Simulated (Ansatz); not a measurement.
TiO2 under a change: uniaxial stress, 2 GPa compression along x

The parent structure is TiO2 in the anatase structure (space group I4_1/amd, No. 141; a = 3.778 Å, c = 9.584 Å). Axes: x, y, z lie along a, b, c of the conventional cell.

The change: uniaxial stress, 2 GPa compression along x, with the cell and atoms free to relax against it.

The values are results of r2SCAN in Ansatz (plane waves to 500 eV, PAW, without spin-orbit coupling), not measurements. Settings: 12×12×12 k-points, 0.05 eV Fermi–Dirac smearing.

| quantity | base | changed | shift |
|---|---|---|---|
| volume per atom | 11.40 Å³ | 11.38 Å³ | -0.02 Å³ |
| space group | I4_1/amd (No. 141) | Imma (No. 74) | – |
| energy relative to the base (free energy F) | 0 meV/atom | +0.6 meV/atom | +0.6 meV/atom |
| band gap | 2.53 eV | 2.56 eV | +0.036 eV |
| gap character | – | indirect, Γ–T (87 % along) → Γ | – |
| smallest direct gap | 2.87 eV | 2.89 eV | +0.02 eV |
| strain response (xx, yy, zz) | – | (−0.81, +0.15, +0.51) % | – |
| secant Young's modulus along x | – | 250 GPa | – |
| mean lateral Poisson ratio | – | 0.40 | – |

Stability under load was not tested beyond the relaxation. All final runs are without spin polarisation. Labels are those of the standard path for the cell's own space group.

Ansatz is a program for electronic structure.
